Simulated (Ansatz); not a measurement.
GdSi2 (within 0.1 Å of I4₁/amd, No. 141; cell taken from a computed entry), treated with PBEsol in Ansatz (PAW).

Run with plane-wave cutoff 500 eV, 10×10×6 k mesh (along the axes of the cell as run), Fermi–Dirac smearing 0.05 eV, spin-polarised start, scalar-relativistic PAW data made under PBE.

Computed at the level's own relaxed cell.

Question: Give the computed equilibrium volume per atom.

Answer: 
- equilibrium volume per atom: 18.84 Å³/atom

The run finds no gap.

Note: the magnetic order was assumed, not searched for or taken from measurement; the 4f shell is treated without U or exact exchange, so its levels and filling can be wrong.

Spin–orbit coupling is not included.

The computed numbers hold no vibrational or temperature effects.

It cost about 7 core-minutes (a rough figure) of CPU time.

Ansatz is a first-principles code.
